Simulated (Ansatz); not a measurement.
Ansatz (an electronic-structure program) run on Sb (R-3m, 2 atoms in the cell): relaxation of cell and atoms.

Method of the run: PBEsol, PAW files made with PBE (plane waves; Ansatz).

The change in words: atoms on their sites; basis.ecutwfc: 420 eV → 250 eV; relax: default → cell and atoms. Reference geometry:
```yaml
crystal:
  lattice:
    - [3.97713, -2.16578, 0.00000]
    - [3.97713, 2.16578, 0.00000]
    - [2.79774, 0.00000, 3.56101]
  atoms:
    - { symbol: Sb, position: [0.23791, 0.23791, 0.23791] }
    - { symbol: Sb, position: [0.76650, 0.76650, 0.76650] }
```

Reference input (self-consistent single point, DFT, PBEsol, plane waves, PAW files made with PBE): basis.ecutwfc = 420 eV; kpoints.mp_grid.grid = 9 9 9; hamiltonian.xc = pbesol; hamiltonian.pseudopotentials = {kind: paw} (the program's default PAW files); scf.occupations.method = fermi_dirac; scf.occupations.width = 0.1 eV. This run's input differs from it in these lines:

Ansatz 0.2 input:
```diff
@@ -7,6 +7,6 @@
   atoms:
-    - { symbol: Sb, position_ang: [2.558050, 0.000000, 0.847214] }
+    - { symbol: Sb, position_ang: [2.510591, 0.000000, 0.831496] }
     - { symbol: Sb, position_ang: [8.241404, 0.000000, 2.729513] }
 basis:
-  ecutwfc: 420.0
+  ecutwfc: 250.0
 kpoints:
@@ -23,2 +23,4 @@
     width: 0.1
+relax:
+  cell: {}
 output:
```

The program printed (abridged):

```
   [... SCF lines of the steps left out ...]
relax step   1: F+E_penalty+E_count = -12815.48761763 eV  Δ(F+E_penalty+E_count) = +0.000e0 eV  max|allowed force component| = 2.073e-1 eV/Å  Δτ_max = 0.0000 Å  P = -0.556 GPa  Ω = 61.346 Å³  (7 SCF iters, dr2 threshold 1.00e-7 eV, accepted)
relax step   2: F+E_penalty+E_count = -12815.65945469 eV  Δ(F+E_penalty+E_count) = -1.718e-1 eV  max|allowed force component| = 2.574e-2 eV/Å  Δτ_max = 0.0442 Å  P = +2.833 GPa  Ω = 59.749 Å³  energy of the carried Pulay correction = +1.752e-1 eV  [...]
   [... lines left out ...]
relax step  33: F+E_penalty+E_count = -12815.50417795 eV  Δ(F+E_penalty+E_count) = -2.679e-3 eV  max|allowed force component| = 2.526e-4 eV/Å  Δτ_max = 0.0001 Å  P = +0.010 GPa  Ω = 59.458 Å³  energy of the carried Pulay correction = +2.674e-3 eV  [...]
relax step  34: F+E_penalty+E_count = -12815.50279388 eV  Δ(F+E_penalty+E_count) = +1.384e-3 eV  max|allowed force component| = 1.378e-4 eV/Å  Δτ_max = 0.0000 Å  P = -0.005 GPa  Ω = 59.458 Å³  stress off target by 4.20e-2 GPa  SCF on the basis [...]
basis re-selected at this cell: Δ(F+E_penalty+E_count) = +1.384e-3 eV, ΔP = -0.015 GPa vs the last step
the relaxation is at rest under the 12 symmetry operations that the run kept from its start: a minimum is not shown …
Stability not checked: this state was not tested for a lower state beside it, because too few of the mixer's solves of this state at the end of the SCF gave a …
Free energy (F): -12815.502794 eV
Internal energy: -12815.488369 eV  (E = F + TS)
   [... lines left out ...]
Fermi energy:    10.286540 eV
   [... lines left out ...]
  cell:  # Å, volume = 59.4585 Å³
    - [3.86979539069958, -2.164804795158444, -0.03495801994422924]
    - [3.86979539069958, 2.164804795158444, -0.03495801994422924]
    - [2.6909346808121946, 2.952482927272243e-20, 3.5244558124313743]
  atoms:
    - { symbol: Sb, position: [0.23779709803275506, 0.23779709803275506, 0.23779709803275517] }
    - { symbol: Sb, position: [0.7622029019672449, 0.7622029019672449, 0.7622029019672447] }
```

The run converged. 

Summary of the result:
```
Quantity                                                                                                             Value
-----------------------------------------------  -------------------------------------------------------------------------
Free energy E − TS (on the zero of these files)                                                             -12815.5028 eV
Fermi level (on the code's own zero)                                                                              10.29 eV
Pressure                                                                                                          0.00 GPa
Final cell                                       a = 4.434 Å, b = 4.434 Å, c = 4.434 Å, α = 58.44°, β = 58.44°, γ = 58.44°
Final volume per atom                                                                                             29.73 Å³
Relaxation steps                                                                                                        34
```

The starting cell has typed, rounded lattice constants, without a prior relaxation at this level. Its lattice was rescaled by up to half a per cent. The relaxation keeps the symmetry of its start, so its end need not be a minimum. Ansatz's pressure includes its estimate of the finite-basis (Pulay) stress. Without the estimate this run gives -17.86 GPa. The cutoff lies below the one recommended for these files.

Cost on one core of a shared machine: roughly 70 s.
